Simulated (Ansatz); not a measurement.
Input and output of a self-consistent single point for VW3 (I4mm, 4 atoms in the cell) (Ansatz, a first-principles code).

Level of theory: LDA (PW92), default PAW files made with PBE (plane waves; Ansatz).

The change in words: lattice scaled by 0.98; kpoints.mp_grid.grid: 9 9 9 → 22 22 22; scf.occupations.width: 0.1 eV → 0.05 eV. Reference geometry:
```
VW3
1.0
    0.00000     3.10949     3.10949
    3.10949     0.00000     3.10949
    3.10949     3.10949     0.00000
V W
1 3
Direct
  0.00804   0.00804   0.99196
  0.25000   0.25000   0.25000
  0.75000   0.75000   0.75000
  0.50000   0.50000   0.50000
```

Reference input (self-consistent single point, DFT, LDA (PW92), plane waves, default PAW files made with PBE): basis.ecutwfc = 420 eV; kpoints.mp_grid.grid = 9 9 9; hamiltonian.xc = lda; hamiltonian.pseudopotentials = {kind: paw} (the program's default PAW files); scf.occupations.method = gaussian; scf.occupations.width = 0.1 eV. This run's input differs from it in these lines:

Ansatz 0.2 input:
```diff
@@ -2,5 +2,5 @@
   lattice:
-    - [0.000000, 3.109489, 3.109489]
-    - [3.109489, 0.000000, 3.109489]
-    - [3.109489, 3.109489, 0.000000]
+    - [0.000000, 3.047299, 3.047299]
+    - [3.047299, 0.000000, 3.047299]
+    - [3.047299, 3.047299, 0.000000]
   atoms:
@@ -14,3 +14,3 @@
   mp_grid:
-    grid: [9, 9, 9]
+    grid: [22, 22, 22]
 hamiltonian:
@@ -22,3 +22,3 @@
     method: gaussian
-    width: 0.1
+    width: 0.05
 output:
```

Output, abridged:

```
SCF iter   1: F=—  HF=-33250.268697 eV  |F-HF|=—  |Δ(HF+E_count)|=         —  Δρ=6.87e-3  dr2=2.68e-2  ethr=1.77e-3  ⟨swp⟩=4.7  Hψ=107985  notcnv=0
all-band conjugate gradients solve this SCF's bands
preconditioner: auto → Kerker (q_TF=auto, 2.715 Å⁻¹)
SCF iter   2: F=—  HF=-33250.265251 eV  |F-HF|=—  |Δ(HF+E_count)|=   3.45e-3  Δρ=3.86e-3  dr2=6.91e-3  ethr=4.88e-5  ⟨swp⟩=1.3  Hψ=34809  notcnv=0  defer=144
   [... lines left out ...]
SCF iter   4: F=—  HF=-33250.264134 eV  |F-HF|=—  |Δ(HF+E_count)|=   1.22e-5  Δρ=5.75e-5  dr2=1.89e-6  ethr=1.49e-7  ⟨swp⟩=2.1  Hψ=35263  notcnv=0  defer=145
iter 5 did not close the SCF: its close was put off for the readings that it lacked (scf_convergence_deferred on its scf_iter line)
SCF iter   5: F=-33250.264134 eV  HF=-33250.264134 eV  |F-HF|=1.17e-8  |Δ(HF+E_count)|=   1.37e-7  Δρ=1.08e-5  dr2=3.26e-8  ethr=3.44e-9  ⟨swp⟩=2.3  Hψ=40603  notcnv=0  defer=149
SCF iter   6: F=-33250.264134 eV  HF=-33250.264134 eV  |F-HF|=1.28e-9  |Δ(HF+E_count)|=   5.54e-9  Δρ=2.23e-6  dr2=2.11e-9  ethr=5.92e-11  ⟨swp⟩=6.0  Hψ=105766  notcnv=0
SCF 1 converged in 6 iterations: F = -33250.264134 eV  dr2 = 2.11e-9
Free energy (F): -33250.264134 eV
Internal energy: -33250.261890 eV  (E = F + TS)
E sigma→0 (E₀):  -33250.263012 eV
Entropy (-TS):   -0.002244 eV (-0.561 meV/atom)
Fermi energy:    22.567750 eV
--- Forces (eV/Å), atoms counted from 1 ---
  atom   1  V      0.00000000     0.00000000    -0.77789018
  atom   2  W     -0.00000000    -0.00000000     0.30117185
  atom   3  W      0.00000000     0.00000000     0.30117185
  atom   4  W      0.00000000     0.00000000     0.17553696
--- Stress (GPa, compression-positive) ---
       12.346949       0.000000      -0.000000
        0.000000      12.346949       0.000000
       -0.000000       0.000000      12.490941
  P = ⅓ Tr σ = 12.3949 GPa (123.949 kbar)
  The stress holds the Pulay correction. Without it, at fixed plane waves, as pw.x and ABINIT print it: P = 12.3413 GPa
```

The run converged in 6 iterations. Against the reference run the free energy rises by 16.1 meV/atom, the pressure goes from -6.81 to 12.39 GPa and the largest force goes from 0.660 to 0.778 eV/Å. The full log also holds: “iter 5 did not close the SCF: its close was put off for the readings that it lacked (scf_convergence_deferred on its scf_iter line)”.

The starting cell comes from a database of computed structures (which also holds hypothetical and non-ambient phases and stackings), without a prior relaxation at this level. Its lattice was rescaled by up to half a per cent. One atom was moved a little off its site on purpose. For this run, on top of that: lattice scaled by 0.98. Spin polarisation is off. With a pressure of about 12 GPa the cell is away from its equilibrium volume at this level. Ansatz's pressure includes its estimate of the finite-basis (Pulay) stress.

Cost on one core of a shared machine: roughly 2 min.
